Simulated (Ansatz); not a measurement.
**CdSe, element substitutions**

Take CdSe in the zinc blende structure (space group F-43m, No. 216; a = 6.133 Å) as the base.

Each row replaces one element on all its sites; cell and atoms are relaxed.

All numbers come from r2SCAN, PAW, 500 eV (Ansatz, an electronic-structure program; scalar-relativistic without spin-orbit coupling), earlier PAW set.

```tsv
case	volume per atom	band gap
base	28.84 Å³	1.03 eV
Cd → In	…	zero
Se → Te	…	…
Se → Ir	26.59 Å³	zero
```

### Question
Complete the table.

### Answer

- Cd → In, volume per atom: 34.56 Å³
- Se → Te, volume per atom: 35.26 Å³
- Se → Te, band gap: 1.16 eV

Spin-orbit coupling, missing from the scalar runs, can matter with Te. Stability against distortions was not tested. As relaxed here, InSe and CdIr are hypothetical phases, not in the database extracts checked. All final runs are without spin polarisation. An odd electron count without spin: InSe and CdIr. CdIr has a high density of states at the Fermi level and may be magnetic at this level.
